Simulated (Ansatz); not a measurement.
CsCl-type NiAl, treated with r²SCAN (PAW; Ansatz, an electronic-structure program).

A relaxed, unreconstructed slab of the (110) face has 12 atoms, two equal faces of 11.597 Å² each and an energy of -38319.7583 eV. A bulk cell of 4 atoms with the same orientation and in-plane k mesh has -12774.1071 eV. Energies are extrapolated to zero smearing.

Numerical settings: plane-wave cutoff 500 eV, 20×14×1 k mesh (along the axes of the cell as run), Fermi–Dirac smearing 0.1 eV, scalar-relativistic PAW data made under PBE.

Worked out: γ = (E_slab − N E_bulk per atom)/2A = [-38319.7583 − 12 × (-12774.1071/4)]/(2 × 11.597) = 0.1105 eV/Å². With 16.022 J/m² per eV/Å² this is 1.77 J/m², or 1.28 eV per surface cell and face.
